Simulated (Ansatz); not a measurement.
Start from Al in the fcc (Cu type) structure (space group Fm-3m, No. 225; a = 4.014 Å).

Method: PBEsol (Ansatz, a first-principles code), without spin-orbit coupling.

Base values:

- Lattice parameter a = 4.014 Å

One thing is altered: cell and atoms relaxed at a pressure of 30 GPa.

Task: What does the calculation give for the lattice parameter a after the change?

Result: The lattice parameter a drops by 0.287 Å to 3.727 Å.

Load acts through the strain it causes; cell and atoms are relaxed under it. No phonon test of stability was made. No other phases were tried under pressure.
